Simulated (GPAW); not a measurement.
GPAW run on a (111) slab of Ca (cut from a parent of space group no. 225; 3 atoms in the cell): self-consistent single point.

Computed with PBEsol, GPAW PAW datasets PBEsol (made by gpaw-setup) (plane waves; GPAW).

```yaml
crystal:
  lattice:
    - [3.95749, 0.00000, 0.00000]
    - [1.97875, 3.42729, 0.00000]
    - [0.00000, 0.00000, 20.46258]
  atoms:
    - { symbol: Ca, position: [0.00000, 0.00000, 0.34209] }
    - { symbol: Ca, position: [0.33333, 0.33333, 0.50000] }
    - { symbol: Ca, position: [0.66667, 0.66667, 0.65791] }
```

Reference input (self-consistent single point, DFT PBEsol, plane waves, GPAW PAW datasets PBEsol (made by gpaw-setup)): mode = pw; ecut = 550 eV; xc = PBEsol; kpts = 5 5 1; mesh shift (steps) = 0 0 0; occupations.name = methfessel-paxton; occupations.width = 0.1 eV; occupations.order = 0; nbands = -9; symmetry.symmorphic = false; symmetry.tolerance = 0.0005; maxiter = 100. This run's input differs from it in these lines:

```diff
@@ -15,3 +15,3 @@
             xc='PBEsol',
-            kpts=(5, 5, 1),
+            kpts={'size': (10, 10, 1), 'gamma': True},
             occupations={'name': 'methfessel-paxton', 'width': 0.1, 'order': 0},
```

Output (repeated stretches shortened):

```
     iter     time        total  log10-change:
                         energy   eigst   dens
iter:   1 --:--:--    -5.138529
iter:   2 --:--:--    -5.721193   -0.59  -1.44
iter:   3 --:--:--    -5.825709   -1.03  -1.43
iter:   4 --:--:--    -5.816918   -1.45  -1.46
iter:   5 --:--:--    -5.861361   -1.86  -1.57
iter:   6 --:--:--    -5.829032   -2.25  -1.65
iter:   7 --:--:--    -5.831973   -2.53  -1.92
iter:   8 --:--:--    -5.829250c  -2.91  -2.10
iter:   9 --:--:--    -5.832950c  -3.23  -2.27
iter:  10 --:--:--    -5.826031c  -3.50  -2.35
iter:  11 --:--:--    -5.826186c  -4.19  -2.86
iter:  12 --:--:--    -5.826199c  -4.66  -3.00
   [... 4 lines left out ...]
iter:  17 --:--:--    -5.826138c  -6.34  -3.82
iter:  18 --:--:--    -5.826141c  -6.67  -3.89
iter:  19 --:--:--    -5.826135c  -6.75  -3.92
iter:  20 --:--:--    -5.826124c  -6.94  -3.95
iter:  21 --:--:--    -5.826122c  -7.08  -4.27c
iter:  22 --:--:--    -5.826125c  -7.63c -4.36c
Converged after 22 iterations.

Dipole moment: (0.048356, 0.027919, 0.000000) |e|*Ang

Energy contributions relative to reference atoms: (reference = -55462.657738)

Kinetic:         -2.937322
Potential:       +8.384001
External:        +0.000000
XC:              -9.789353
Entropy (-ST):   -0.022396
Local:           -1.472253
SIC:             +0.000000
--------------------------
Free energy:     -5.837323
Extrapolated:    -5.826125

Showing only first 2 kpts
 Kpt  Band  Eigenvalues  Occupancy
  0    13     -2.99707    2.00000
  0    14     -1.84339    2.00000
  0    15     -0.09226    1.93291
  0    16      0.52102    0.00000

  1    13     -2.85446    2.00000
  1    14     -1.70236    2.00000
  1    15     -0.04962    1.78062
  1    16      0.58648    0.00000

Fermi level: 0.03722

No gap
No difference between direct/indirect transitions
Energy (eV): -5.826125

Forces in eV/Ang:
  0 Ca   -0.00000   -0.00000    0.14797
  1 Ca    0.00000    0.00000    0.00000
  2 Ca    0.00000    0.00000   -0.14797

Stress tensor:
     0.004043     0.000000     0.000000
     0.000000     0.004043    -0.000000
     0.000000    -0.000000     0.003519
Stress (GPa, Voigt): [ 0.6478  0.6478  0.5638 -0.      0.      0.    ]
```

The run converged in 22 iterations. GPAW prints stress with tension positive. Against the reference run the free energy goes down by 9.8 meV/atom and the largest force goes from 0.202 to 0.148 eV/Å.

The starting cell has typed, rounded lattice constants, without a prior relaxation at this level. The slab is cut from that crystal, and its faces are unrelaxed. Its lattice was rescaled by up to half a per cent.

Cost on one core of a shared machine: roughly 70 s.
